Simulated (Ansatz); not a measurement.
```xyz
16
Lattice="18.5000 0.0000 0.0000 0.0000 18.5000 0.0000 0.0000 0.0000 3.2950" Properties=species:S:1:pos:R:3 pbc="T T T"
Zn    12.6813    10.2142     1.6475
O     12.4478    11.1226     3.2950
Zn    10.9945    12.3581     3.2950
O     10.1871    12.8354     1.6475
Zn     8.2858    12.6813     1.6475
O      7.3774    12.4478     3.2950
Zn     6.1419    10.9945     3.2950
O      5.6646    10.1871     1.6475
Zn     5.8187     8.2858     1.6475
O      6.0522     7.3774     0.0000
Zn     7.5055     6.1419     3.2950
O      8.3129     5.6646     1.6475
Zn    10.2142     5.8187     1.6475
O     11.1226     6.0522     3.2950
Zn    12.3581     7.5055     3.2950
O     12.8354     8.3129     1.6475
```

Calculation: PBE (plane waves to 420 eV, PAW; Ansatz, a quantum-chemistry and plane-wave program). Mesh 1×1×10. No spin polarisation. One-dimensional cell, images about 11 Å apart. A hypothetical model, rolled from the flat sheet. Symmetry and one short period hold its shape; lower forms weren't sought.

Task: Tabulate the two highest filled and two lowest empty levels along the axis, from the valence top.

Result: 
```json
[
 {"k (2π/c)": "0.000", "v2 (eV)": "-0.04", "v1 (eV)": "0.00", "c1 (eV)": "1.67", "c2 (eV)": "2.47"},
 {"k (2π/c)": "0.042", "v2 (eV)": "-0.09", "v1 (eV)": "-0.04", "c1 (eV)": "1.74", "c2 (eV)": "2.52"},
 {"k (2π/c)": "0.083", "v2 (eV)": "-0.30", "v1 (eV)": "-0.11", "c1 (eV)": "1.95", "c2 (eV)": "2.66"},
 {"k (2π/c)": "0.125", "v2 (eV)": "-0.43", "v1 (eV)": "-0.22", "c1 (eV)": "2.22", "c2 (eV)": "2.88"},
 {"k (2π/c)": "0.167", "v2 (eV)": "-0.54", "v1 (eV)": "-0.36", "c1 (eV)": "2.54", "c2 (eV)": "3.15"},
 {"k (2π/c)": "0.208", "v2 (eV)": "-0.61", "v1 (eV)": "-0.54", "c1 (eV)": "2.88", "c2 (eV)": "3.45"},
 {"k (2π/c)": "0.250", "v2 (eV)": "-0.75", "v1 (eV)": "-0.60", "c1 (eV)": "3.24", "c2 (eV)": "3.78"},
 {"k (2π/c)": "0.292", "v2 (eV)": "-0.74", "v1 (eV)": "-0.61", "c1 (eV)": "3.61", "c2 (eV)": "4.13"},
 {"k (2π/c)": "0.333", "v2 (eV)": "-0.74", "v1 (eV)": "-0.64", "c1 (eV)": "3.99", "c2 (eV)": "4.50"},
 {"k (2π/c)": "0.375", "v2 (eV)": "-0.76", "v1 (eV)": "-0.68", "c1 (eV)": "4.38", "c2 (eV)": "–"},
 {"k (2π/c)": "0.417", "v2 (eV)": "-0.80", "v1 (eV)": "-0.75", "c1 (eV)": "–", "c2 (eV)": "–"},
 {"k (2π/c)": "0.458", "v2 (eV)": "-0.86", "v1 (eV)": "-0.84", "c1 (eV)": "–", "c2 (eV)": "–"},
 {"k (2π/c)": "0.500", "v2 (eV)": "-0.94", "v1 (eV)": "-0.94", "c1 (eV)": "–", "c2 (eV)": "–"}
]
```
A dash stands for levels within 1 eV of the vacuum level or above it.
